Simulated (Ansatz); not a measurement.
The parent structure is BiB in the zinc blende structure (space group F-43m, No. 216; a = 5.4556 Å; a hypothetical phase, not in the database extracts checked). Axes: x, y, z lie along the cube axes.

One thing is altered: uniaxial stress, 3 GPa compression along x; all other stress components relax to zero.

Levels (all Ansatz, a quantum-chemistry and plane-wave program, PAW): PBEsol (420 eV, scalar-relativistic without spin-orbit coupling); r2SCAN (500 eV, no SOC).

The geometry is relaxed with PBEsol.

| Property | Result |
|---|---|
| PBEsol smallest direct gap | 0.35 eV |
| PBEsol lowest conduction level above the VBM at special points | N 0.30 eV; Γ 0.35 eV; M 0.41 eV; X 0.72 eV |
| PBEsol pressure | 1.00 GPa |

Task: How does going to r2SCAN change the smallest direct gap, lowest conduction level above the VBM at special points and pressure?

Result: The smallest direct gap grows by 0.082 eV (0.35 eV → 0.44 eV); the lowest conduction level above the VBM at special points goes from N 0.30 eV; Γ 0.35 eV; M 0.41 eV; X 0.72 eV to N 0.43 eV; Γ 0.44 eV; M 0.59 eV; X 0.92 eV; the pressure grows by 1.67 GPa, from 1.00 GPa to 2.67 GPa.

Single points use the geometry relaxed with PBEsol. Their cutoffs differ, which shifts pressures a little. Spin-orbit coupling, missing from the scalar runs, can matter with Bi. Load acts through the strain it causes; cell and atoms are relaxed under it. Stability under load was not tested beyond the relaxation. The zero or small gap of BiB under uniaxial stress, 3 GPa compression along x can change with the level of theory. Labels are those of the standard path for the cell's own space group.
